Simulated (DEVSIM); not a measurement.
System: abrupt Si p-n junction, at 300 K.

Layer 1 from the left is Si, thickness (μm) 9.90, Na (cm⁻³) 4.8e16, τn (s) 1.3e-6, τp (s) 1.3e-6. Layer 2 from the left is Si, thickness (μm) 3.90, Nd (cm⁻³) 6.5e16, τn (s) 1.3e-6, τp (s) 1.3e-6.

Left contact: ohmic. Right contact: ohmic. Voltage is applied to the left contact. Recombination: SRH at mid-gap, radiative. Mobility is μmin + (μ − μmin)/(1 + (N/Nref)^α).

Constants are typed, rounded textbook-type inputs, not results; the design itself was drawn at random and stands for no fabricated device. Values at 300 K.

Si: gap (eV) 1.124, affinity (eV) 4.05, permittivity 11.7, Nc (cm⁻³) 2.86e19, Nv (cm⁻³) 3.1e19, μn (cm²/Vs) 1417, μp (cm²/Vs) 470, μn,min 52, μp,min 45, Nref,n 9.7e16, Nref,p 2.2e17, αn 0.68, αp 0.72, B (cm³/s) 4.7e-15.

Model (solved in DEVSIM): 1D drift-diffusion, Boltzmann statistics, complete ionisation; no tunnelling, impact ionisation, image-force lowering or self-heating.

Dark forward current:

| |V| (V) | |J| (A/cm²) |
|---|---|
| 0.05 | 1.492e-9 |
| 0.10 | 5.683e-9 |
| 0.15 | 1.981e-8 |
| 0.20 | 7.759e-8 |
| 0.25 | 3.675e-7 |
| 0.30 | 2.068e-6 |
| 0.35 | 1.298e-5 |
| 0.40 | 8.604e-5 |
| 0.45 | 0.0005843 |
| 0.50 | 0.004009 |
| 0.55 | 0.02761 |
| 0.60 | 0.1904 |
| 0.65 | 1.305 |
| 0.70 | 8.617 |
| 0.75 | 47.62 |
| 0.80 | 177.8 |
| 0.85 | 451.3 |
| 0.90 | 889.1 |
| 0.95 | 1497 |
| 1.00 | 2276 |

Question: Work out the local ideality factor n = ΔV / (kT/q · ln(J2/J1)) between the rows 0.15 and 0.20 V, 0.55 and 0.60 V, 0.95 and 1.00 V.

Answer: kT/q = 25.85 mV. From 0.15 to 0.20 V: ln(7.759e-8/1.981e-8) = 1.365, n = 1.42. From 0.55 to 0.60 V: ln(0.1904/0.02761) = 1.931, n = 1.00, near the 1 of diffusion or emission over a barrier. From 0.95 to 1.00 V: ln(2276/1497) = 0.419, n = 4.62.

Question: Estimate the current at 0.50 V from the Shockley equation with J0 = Σ q ni² D/(N L) coth(W/L), τ joining the SRH, radiative and Auger lifetimes that are on, and W taken as the whole layer.

Answer: ni² = 1.16e20 cm⁻⁶; electrons in the p layer: μ = 895 cm²/Vs, D = 23.1 cm²/s, τ = 1.30e-6 s, L = 54.8 μm, W/L = 0.18, term 9.13e-12 A/cm²; holes in the n layer: μ = 345 cm²/Vs, D = 8.92 cm²/s, τ = 1.30e-6 s, L = 34.1 μm, W/L = 0.11, term 6.56e-12 A/cm². J0 = 1.57e-11 A/cm², and J = J0 exp(qV/kT) = 0.00394 A/cm². The simulation gives 0.00401 A/cm²; the estimate lies 1.6 % below. The estimate leaves out recombination in the depletion region and that region's share of W.
